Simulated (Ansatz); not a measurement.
## CsCl-type CoAl: elastic constant C12 by level of theory

No measured value is used here.

```csv
level (code),value (GPa),cell (Å³/atom)
LDA (Ansatz),[?],10.90
BLYP (Ansatz),115,11.92
PBE (Ansatz),[?],11.60
PBEsol (Ansatz),132,11.25
revPBE (Ansatz),116,11.80
RPBE (Ansatz),114,11.87
PBE-D3(BJ) (Ansatz),[?],11.20
r²SCAN (Ansatz),124,11.25
r²SCAN+rVV10 (Ansatz),126,11.18
HSE06 (Ansatz),114,11.09
```

Task: Complete the blanks.

Result: 
- LDA (Ansatz, a first-principles code), value (GPa): 142
- PBE (Ansatz), value (GPa): 122
- PBE-D3(BJ) (Ansatz), value (GPa): 130

The crystal itself was run without spin with LDA, BLYP, PBE, PBEsol, revPBE, RPBE, PBE-D3(BJ), r²SCAN, r²SCAN+rVV10, HSE06; a magnetic state was not tried in these runs. PBE-D3(BJ): the dispersion coefficients are held fixed in the derivatives. HSE06: hybrids on metals are sensitive to the k mesh. HSE06: the run warned that the count of filled bands differs between k points. Each level is taken at its own relaxed cell. Cutoffs and k meshes differ between the levels. Ansatz's density-functional and Hartree–Fock values are scalar-relativistic unless marked +SOC, with PAW data made under PBE.
